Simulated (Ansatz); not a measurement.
## GaS: response to strain

Start from GaS in the beta-GaS type structure (space group P6_3/mmc, No. 194; a = 3.534 Å, c = 15.039 Å; layered, stacked along the Cartesian z axis). Axes: x lies along a and z along c of the hexagonal cell.

Strains are applied to the cell and any free atomic positions relax; under biaxial strain the out-of-plane vector relaxes too.

Method: PBEsol-D3(BJ) (Ansatz, a quantum-chemistry and plane-wave program; PAW; 420 eV plane waves; no spin-orbit coupling).

Candidates:
(a) uniaxial strain ε_zz = −4.78 %
(b) uniaxial strain ε_xx = −1.06 %
(c) biaxial strain +2.31 %, plane normal [001], relaxed out of plane

Base values:

| Property | Value |
|---|---|
| Band gap | 1.29 eV |

Problem. Order them by band gap, highest first.

Solution. (b) uniaxial strain ε_xx = −1.06 % (1.28 eV), (c) biaxial strain +2.31 %, plane normal [001], relaxed out of plane (1.12 eV), (a) uniaxial strain ε_zz = −4.78 % (0.90 eV)

No phonon test of stability was made.
